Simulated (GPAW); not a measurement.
Troubleshooting GPAW: a failed run on Cs4IrO4 (C2/m, 9 atoms in the cell). The aim is a self-consistent single point with DFT PBEsol, plane waves, GPAW PAW datasets PBEsol (made by gpaw-setup).

Input:

```python
from ase import Atoms
from ase.dft.kpoints import monkhorst_pack
from ase.units import GPa
from gpaw import GPAW

atoms = Atoms(['Cs', 'Cs', 'Cs', 'Cs', 'Ir', 'O', 'O', 'O', 'O'],
              cell=[[5.215525, -3.371105, 0.000000],
                    [5.215525, 3.371105, 0.000000],
                    [-2.153760, 0.000000, 6.370735]],
              scaled_positions=[[0.809880, 0.809880, 0.410100],
                                [0.190120, 0.190120, 0.589900],
                                [0.615930, 0.615930, 0.842770],
                                [0.384070, 0.384070, 0.157230],
                                [0.000000, 0.000000, 0.000000],
                                [0.904580, 0.308640, 0.181880],
                                [0.095420, 0.691360, 0.818120],
                                [0.691360, 0.095420, 0.818120],
                                [0.308640, 0.904580, 0.181880]])

atoms.set_initial_magnetic_moments([0.0, 0.0, 0.0, 0.0, 1.0, 0.0, 0.0, 0.0, 0.0])

calc = GPAW(spinpol=True,
            mode={'name': 'pw', 'ecut': 950},
            xc='PBEsol',
            kpts=monkhorst_pack((3, 3, 2)) + [0.5 / 3, 0.5 / 3, 0],
            occupations={'name': 'methfessel-paxton', 'width': 0.05, 'order': 0},
            nbands=-4,
            convergence={'forces': 0.001, 'bands': -2},
            symmetry={'symmorphic': False, 'tolerance': 0.0005},
            maxiter=100,
            txt='-')

atoms.calc = calc

energy = atoms.get_potential_energy()
print('Energy (eV):', round(energy, 6))
forces = atoms.get_forces()
print('Forces (eV/Ang):')
print(forces.round(5))
stress = atoms.get_stress()
print('Stress (GPa, Voigt):', (stress / GPa).round(4))
```

Output, abridged:

```
Input parameters:
  convergence: {bands: -2,
                forces: 0.001}
  kpts: [[-0.16666667 -0.16666667 -0.25      ],
         [-0.16666667 -0.16666667  0.25      ],
         [-0.16666667  0.16666667 -0.25      ],
         ...,
         [ 0.5         0.16666667  0.25      ],
         [ 0.5         0.5        -0.25      ],
         [ 0.5         0.5         0.25      ]]
  maxiter: 100
  mode: {ecut: 950,
         name: pw}
  nbands: -4
  occupations: {name: methfessel-paxton,
                order: 0,
                width: 0.05}
  spinpol: True
  symmetry: {symmorphic: False,
             tolerance: 0.0005}
  xc: PBEsol

species:
  Cs:
    name: Caesium
    Z: 55.0
    valence: 9
    core: 46
    charge: 0.0
    file: Cs.PBEsol.gz

    # Using partial waves for Cs as LCAO basis

  Ir:
    name: Iridium
    Z: 77.0
    valence: 15
    core: 62
    charge: 0.0
    file: Ir.PBEsol.gz

    # Using partial waves for Ir as LCAO basis

  O:
    name: Oxygen
    Z: 8.0
    valence: 6
    core: 2
    charge: 0.0
    file: O.PBEsol.gz

    # Using partial waves for O as LCAO basis

Reference energy: -1339344.027376  # eV

Spin-polarized calculation.
Initial magnetic moment: 1.000000

Convergence criteria:
 Maximum [total energy] change in last 3 cyles: 0.0005 eV / valence electron
 Maximum integral of absolute [dens]ity change: 0.0001 electrons / valence electron
 Maximum integral of absolute [eigenst]ate change: 4e-08 eV^2 / valence electron
 Maximum change in the atomic [forces] across last 2 cycles: 0.001 eV/Ang OR
Maximum error relative to the maximum force is below inf
 Maximum number of scf [iter]ations: 100

Traceback (most recent call last):
   [... frames left out ...]
ValueError: K-points can only be used with PBCs!
```

### Question
From the messages shown, name the fault and mend the input.

### Answer
The fault is periodic boundary conditions left out; here the program stops on it instead of giving results. To fix it, switch periodicity on. The program stopped before any SCF iteration.

The sound input it was made from differs as follows (other fixes are possible):
```diff
-                                [0.308640, 0.904580, 0.181880]])
+                                [0.308640, 0.904580, 0.181880]],
+              pbc=True)
```

With that input, the run converged in 46 iterations: free energy E − TS (from the program's reference atoms) -46.5805 eV; top of the valence band (on the code's own zero) 6.61 eV; gap on the k-point mesh 0.36 eV; largest force (vector length) 0.329 eV/Å; size of the cell's spin moment 3.00 μB (DFT PBEsol, plane waves, GPAW PAW datasets PBEsol (made by gpaw-setup)).

On the sound input: the starting cell comes from a database of computed structures (which also holds hypothetical and non-ambient phases and stackings), without a prior relaxation at this level. Spin-orbit coupling is off. With one magnetic atom in the cell only a parallel order is possible.
